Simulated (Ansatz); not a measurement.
# cubic BaHfO3 (1 1 0) on zinc-blende InP (1 1 0) (film strained to the substrate, started from cuts of the bulks and a machine-learned relaxation; slabs In8P8 and Ba3Hf3O11, which can lie off the formulas)

A periodic stack without vacuum, cubic BaHfO3 (1 1 0) on zinc-blende InP (1 1 0) (film strained to the substrate, started from cuts of the bulks and a machine-learned relaxation; slabs In8P8 and Ba3Hf3O11, which can lie off the formulas): substrate slab In8P8, film Ba3Hf3O11, surface cells [[0, -1], [1, -1]] and [[1, 0], [1, 1]], film strained by +0.2 and +0.2 %, outermost planes InP/InP and O/O as cut, which need not be the usual terminations and can put a slab off its formula.

The start was prepared with a machine-learned potential, and the result is one local minimum, with the in-plane cell held and forces under 0.04 eV/Å; the film can end far from its bulk form.

Method: PBE (plane waves to 420 eV, PAW; Ansatz, an electronic-structure program). Scalar-relativistic, without spin–orbit coupling; PBE gaps are too small against experiment. Its k-point mesh 7×4×1, Fermi–Dirac width 0.05 eV.

| Property | Value |
|---|---|
| interface area | 25.1 Å² |
| period | 26.77 Å |
| heights between the nearest atoms of the two slabs at the two interfaces | 1.38 and 1.38 Å |
| In–O contacts across the interfaces within 1.22 times the sum of covalent radii | 2, mean 2.10 Å |
| Ba–In contacts across the interfaces within 1.22 times the sum of covalent radii | 2, mean 3.53 Å |
| Ba–P contacts across the interfaces within 1.22 times the sum of covalent radii | 2, mean 3.44 Å |
| O–P contacts across the interfaces within 1.22 times the sum of covalent radii | 2, mean 1.61 Å |
| spin-polarised check at this geometry | falls back to no moment |

```yaml
crystal:
  lattice:
    - [4.21390, 0.00039, 0.06478]
    - [4.21397, 5.96033, 0.01078]
    - [-0.28439, -2.73364, 26.79795]
  atoms:
    - { symbol: In, position: [0.80858, 0.04239, 0.10487] }
    - { symbol: In, position: [0.80545, 0.51823, 0.03138] }
    - { symbol: In, position: [0.71996, 0.12155, 0.26259] }
    - { symbol: In, position: [0.76246, 0.58137, 0.18618] }
    - { symbol: In, position: [0.63979, 0.19789, 0.41930] }
    - { symbol: In, position: [0.67684, 0.66170, 0.34290] }
    - { symbol: In, position: [0.57365, 0.29019, 0.57405] }
    - { symbol: In, position: [0.59091, 0.74056, 0.50072] }
    - { symbol: P, position: [0.60572, 0.25123, 0.02577] }
    - { symbol: P, position: [0.55372, 0.79984, 0.10889] }
    - { symbol: P, position: [0.51200, 0.33235, 0.18387] }
    - { symbol: P, position: [0.46880, 0.87276, 0.26415] }
    - { symbol: P, position: [0.42724, 0.41135, 0.34133] }
    - { symbol: P, position: [0.38592, 0.95119, 0.42162] }
    - { symbol: P, position: [0.33518, 0.49381, 0.49656] }
    - { symbol: P, position: [0.30163, 0.02877, 0.57980] }
    - { symbol: Ba, position: [0.34630, 0.24338, 0.69639] }
    - { symbol: Hf, position: [0.36736, 0.73159, 0.69125] }
    - { symbol: O, position: [0.58046, 0.45263, 0.64202] }
    - { symbol: O, position: [0.26918, 0.94225, 0.63139] }
    - { symbol: O, position: [0.84938, 0.75396, 0.69873] }
    - { symbol: Ba, position: [0.79684, 0.79861, 0.80273] }
    - { symbol: Hf, position: [0.79852, 0.29724, 0.80277] }
    - { symbol: O, position: [0.05560, 0.03425, 0.74497] }
    - { symbol: O, position: [0.58221, 0.52838, 0.74832] }
    - { symbol: O, position: [0.29396, 0.30170, 0.80275] }
    - { symbol: Ba, position: [0.25168, 0.35031, 0.90916] }
    - { symbol: Hf, position: [0.24853, 0.84312, 0.91423] }
    - { symbol: O, position: [0.49713, 0.58329, 0.85709] }
    - { symbol: O, position: [0.00881, 0.09242, 0.86067] }
    - { symbol: O, position: [0.72962, 0.85751, 0.90673] }
    - { symbol: O, position: [0.86394, 0.11257, 0.97429] }
    - { symbol: O, position: [0.54372, 0.61228, 0.96329] }
```
